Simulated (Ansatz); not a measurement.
# Rh: response to strain

Consider Rh in the fcc (Cu type) structure (space group Fm-3m, No. 225; relaxed with 0.1 eV smearing).

```yaml
crystal:
  lattice:
    - [0.00000, 1.89079, 1.89079]
    - [1.89079, 0.00000, 1.89079]
    - [1.89079, 1.89079, 0.00000]
  atoms:
    - { symbol: Rh, position: [0.00000, 0.00000, 0.00000] }
```

Cartesian axes are those of the cell as printed.

Strains are applied to the cell and any free atomic positions relax; under biaxial strain the out-of-plane vector relaxes too.

Level of theory: Ansatz (a quantum-chemistry and plane-wave program), PBEsol, PAW, cutoff 420 eV, no spin-orbit coupling.

Notes on the quantities. energy relative to the base: free energy F.

```csv
"biaxial strain, plane normal [111], relaxed out of plane (%)",energy relative to the base (meV/atom)
-2.5,37.4
-2.08,25.4
-1.67,16.1
-1.25,?
-0.83,3.9
-0.42,1.0
0,0.0
```

**Question.** Fit ΔE = Aε² + Bε³ (ε in %) to the rows shown and predict the withheld row.

**Answer.** Least squares on the printed values gives A = 5.37 and B = -0.25 meV/atom (largest residual 0.1 meV/atom); this predicts 8.9 meV/atom, and the run gives 8.9 meV/atom, in agreement.

No phonon test of stability was made. The final runs are not spin-polarised.
